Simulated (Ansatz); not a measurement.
**C, pressure series**

The parent structure is C in the graphite type structure (space group P6_3/mmc, No. 194; layered, stacked along the Cartesian z axis).

C is taken in the hexagonal space group P6₃/mmc (No. 194), Pearson symbol hP4. Cell: a = b = 2.465 Å, c = 6.729 Å, α = β = 90.00°, γ = 120.00°. C1 on 2b sees 3 C at 1.423 Å (trigonal planar). C2 on 2c is surrounded by 3 C at 1.423 Å (trigonal planar). (Neighbours: up to the widest gap in distance over summed covalent radii, below 1.35, at either atom.)

Cell and atoms are relaxed at each pressure.

Levels (all Ansatz, a program for electronic structure, PAW, earlier PAW set): PBE-D3(BJ) (420 eV, without spin-orbit coupling); r2SCAN+rVV10 (500 eV, no spin-orbit coupling).

The base cell above is that of PBE-D3(BJ); each level relaxes its own structures.

```csv
case,"volume per atom, PBE-D3(BJ)","volume per atom, r2SCAN+rVV10"
pressure −1 GPa,9.21 Å³,8.97 Å³
pressure 0.3 GPa,8.78 Å³,8.64 Å³
pressure 0.7 GPa,8.68 Å³,8.56 Å³
pressure 1.5 GPa,8.53 Å³,8.43 Å³
pressure 3 GPa,8.29 Å³,8.22 Å³
pressure 5 GPa,8.06 Å³,8.00 Å³
pressure 7.5 GPa,7.83 Å³,7.78 Å³
pressure 10 GPa,7.65 Å³,7.61 Å³
```

PBE-D3(BJ) lies above r2SCAN+rVV10 in every row, by 0.04 Å³ to 0.24 Å³. They put the cases in the same order.

A case with no gap was solved on a k-mesh chosen for an insulator, which is coarse for it. Load acts through the strain it causes; cell and atoms are relaxed under it. Stability against distortions was not tested. Competing high-pressure phases were not computed.
